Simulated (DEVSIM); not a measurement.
Device: illuminated Si p-on-n cell, one wavelength, at 300 K.

```
layer (left to right)  material  thickness (μm)  Nd (cm⁻³)  Na (cm⁻³)  τn (s)  τp (s)  absorption coefficient (cm⁻¹)
---------------------  --------  --------------  ---------  ---------  ------  ------  -----------------------------
1                            Si           0.460          -     6.2e17    5e-6  1.5e-6                            450
2                            Si            56.0     1.4e16          -    2e-5    2e-5                            450
```

Left contact: ohmic, minority electron recombination velocity 3e5 cm/s. Right contact: ohmic, minority hole recombination velocity 7e5 cm/s. Voltage is applied to the left contact. Recombination: SRH at mid-gap, radiative, Auger. Light enters at the left, 1.4e19 photons cm⁻² s⁻¹, one pass, no reflection. Mobility is constant in doping.

Constants are typed, rounded textbook-type inputs, not results; the design itself was drawn at random and stands for no fabricated device. Values at 300 K.

| parameter | Si |
|---|---|
| gap (eV) | 1.124 |
| affinity (eV) | 4.05 |
| permittivity | 11.7 |
| Nc (cm⁻³) | 2.86e19 |
| Nv (cm⁻³) | 3.1e19 |
| μn (cm²/Vs) | 1417 |
| μp (cm²/Vs) | 470 |
| B (cm³/s) | 4.7e-15 |
| Cn (cm⁶/s) | 2.8e-31 |
| Cp (cm⁶/s) | 9.9e-32 |

DEVSIM, 1D drift-diffusion, Boltzmann statistics, complete ionisation; no tunnelling, impact ionisation, image-force lowering or self-heating.

**Question.** Tabulate band edges, carrier densities and field at -2.0 V on the left contact, in the dark.

**Answer.** Energies count from the Fermi level of the right contact; mesh points crowd at the junctions.

| x (μm) | Ec (eV) | Ev (eV) | n (cm⁻³) | p (cm⁻³) | field (V/cm) |
|---|---|---|---|---|---|
| 0.000 | 3.023 | 1.899 | < 1e2 | 6.2e17 | ≈ 0 |
| 0.03098 | 3.023 | 1.899 | < 1e2 | 6.2e17 | ≈ 0 |
| 0.09316 | 3.023 | 1.899 | < 1e2 | 6.2e17 | ≈ 0 |
| 0.2300 | 3.023 | 1.899 | < 1e2 | 6.2e17 | ≈ 0 |
| 0.3909 | 3.023 | 1.899 | < 1e2 | 6.2e17 | ≈ 0 |
| 0.4406 | 3.019 | 1.895 | < 1e2 | 5.3e17 | -7300 |
| 0.4667 | 2.859 | 1.735 | < 1e2 | 1.1e15 | -110000 |
| 0.5283 | 2.242 | 1.118 | < 1e2 | 48000 | -94000 |
| 0.6533 | 1.242 | 0.118 | < 1e2 | 120 | -66000 |
| 0.9273 | 0.232 | -0.892 | 3.6e15 | < 1e2 | -8400 |
| 1.593 | 0.197 | -0.927 | 1.4e16 | < 1e2 | ≈ 0 |
| 3.916 | 0.197 | -0.927 | 1.4e16 | 460 | ≈ 0 |
| 8.632 | 0.197 | -0.927 | 1.4e16 | 1200 | ≈ 0 |
| 18.96 | 0.197 | -0.927 | 1.4e16 | 2700 | ≈ 0 |
| 42.48 | 0.197 | -0.927 | 1.4e16 | 6200 | ≈ 0 |
| 50.29 | 0.197 | -0.927 | 1.4e16 | 7400 | ≈ 0 |
| 53.85 | 0.197 | -0.927 | 1.4e16 | 7900 | ≈ 0 |
| 55.32 | 0.197 | -0.927 | 1.4e16 | 8100 | ≈ 0 |
| 56.11 | 0.197 | -0.927 | 1.4e16 | 8200 | ≈ 0 |
| 56.32 | 0.197 | -0.927 | 1.4e16 | 8300 | ≈ 0 |
| 56.41 | 0.197 | -0.927 | 1.4e16 | 8300 | ≈ 0 |
| 56.46 | 0.197 | -0.927 | 1.4e16 | 8300 | ≈ 0 |
